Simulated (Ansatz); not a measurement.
The starting structures come from a database of crystals and need not be the phases stable at ambient conditions.

 Where the default PAW files enter, the runs use the earlier of Ansatz's two default sets.

The decay constant κ of evanescent states in the gap governs leakage through a thin film.

Input:

```
BN
1.0
    2.50547     0.00000     0.00000
   -1.25274     2.16980     0.00000
    1.25274     0.72327     3.29408
B N
1 1
Cartesian
  1.25274   0.72327   3.29108
  1.25274   2.16980   3.28817
```

Space group of this cell: R3m. The cell was relaxed by PBE-D3(BJ); by r2SCAN its mean pressure is -1.3 GPa.

Transport runs along the normal of the first two printed cell vectors, the (001) plane of the conventional cell.

No gap correction and no spin-orbit coupling; mid-gap values are interpolated between computed energies.

### Question
Estimate the band gap and the smallest decay constant κ at mid-gap that r2SCAN in Ansatz (a quantum-chemistry and plane-wave program) returns for this system.

### Answer
Gap 4.67 eV on a 16×16×16 mesh; κ = 0.412 1/Å, at the zone centre.
